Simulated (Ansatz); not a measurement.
# WAg (model structure, Pm-3m, No. 221, 2 atoms in the cell)

Method: PBE in Ansatz (PAW).

Run with plane-wave cutoff 520 eV, 18×18×18 k mesh, Fermi–Dirac smearing 0.05 eV, no spin polarisation, scalar-relativistic PAW data made under PBE.

Cell (relaxed at this level):

```
AgW
1.0
    3.21685     0.00000     0.00000
    0.00000     3.21685     0.00000
    0.00000     0.00000     3.21685
Ag W
1 1
Direct
  0.00000   0.00000   0.00000
  0.50000   0.50000   0.50000
```

```yaml
bulk modulus B0: 200 GPa
```

Note: the run has no spin polarisation, so it can have missed a magnetic state; the bulk modulus is −V dP/dV from two relaxed cells at ±2 % in volume; the relaxation could raise the start's symmetry but not lower it, so the cell can be a saddle point.

Spin–orbit coupling is not included.

The computed numbers hold no vibrational or temperature effects.

Cost on a shared machine: about 30 core-seconds (a rough figure).

A model structure was made by putting elements into a prototype or built by hand; it is no filed structure, need not be a known phase, and can be a saddle point held by its symmetry.

Ansatz is a first-principles code.
